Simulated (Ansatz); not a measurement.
## What 2 layers does to LiF

The parent structure is LiF in the rock salt structure (space group Fm-3m, No. 225; a = 4.068 Å). Axes: x, y, z lie along the cube axes.

Perturbation: a free-standing slab of 2 layers (4 atoms, 2 a layer) is cut normal to the z axis, with 15 Å of vacuum and the in-plane cell held at bulk.

Computed with Ansatz (a first-principles code), PBE, PAW, cutoff 420 eV, spin-orbit coupling left out. Γ-centred 11×11×1 mesh, Fermi–Dirac width 0.05 eV, for the changed cell.

The layer's space group (with vacuum) comes out as P4/nmm (No. 129) and the shortest interatomic distance decreases by 0.043 Å to 1.991 Å. The band gap decreases by 2.05 eV (8.83 eV → 6.78 eV) and the gap character is indirect, Γ–X (71 % along) → Γ. The excess energy per area of both faces (slab less bulk energy over the cell's area: twice a surface energy) is 0.58 J/m² and the thickness between the outermost nuclei is 2.08 Å.

Final structure:

```xyz
4
Lattice="2.8764 0.0000 0.0000 0.0000 2.8764 0.0000 0.0000 0.0000 17.0339" Properties=species:S:1:pos:R:3 pbc="T T T"
F      0.7191    -0.7191     7.4795
Li     2.1573     0.7191     7.5635
F      2.1573    -2.1573     9.5545
Li     3.5955    -0.7191     9.4705
```

Slab and bulk use different k-meshes, which limits the precision of the excess energy. Whether these cells are dynamically stable was not tested. Labels are those of the standard path for the cell's own space group.
